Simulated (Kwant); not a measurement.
Device: wire with a side stub in a GaN two-dimensional gas. Effective mass 0.22 mₑ, grid spacing 7.5 nm, hard walls, nominal width 150 nm (19 grid rows, so walls 150 nm apart), one parabolic valley, scattering region 450 nm long along x; energies count from the band bottom; Fermi energy swept from 6.0773e-05 to 0.00072167 eV. Closed stub on one side, 110 nm wide and 160 nm deep.

The device is made up for the run: typed textbook-type constants, with dimensions and the other settings drawn at random.

Kwant, effective-mass tight-binding model on a square grid, one spin, coherent transport at 0 K. Conductance is in e²/h.

How many channels do the leads carry at E = 0.472, 0.488, 0.505 meV?

The hard-wall thresholds are n² ħ²π²/(2mW²) = n² × 0.0760 meV with W = 150 nm. √(0.472/0.0760) = 2.49, so 2. √(0.488/0.0760) = 2.54, so 2. √(0.505/0.0760) = 2.58, so 2.
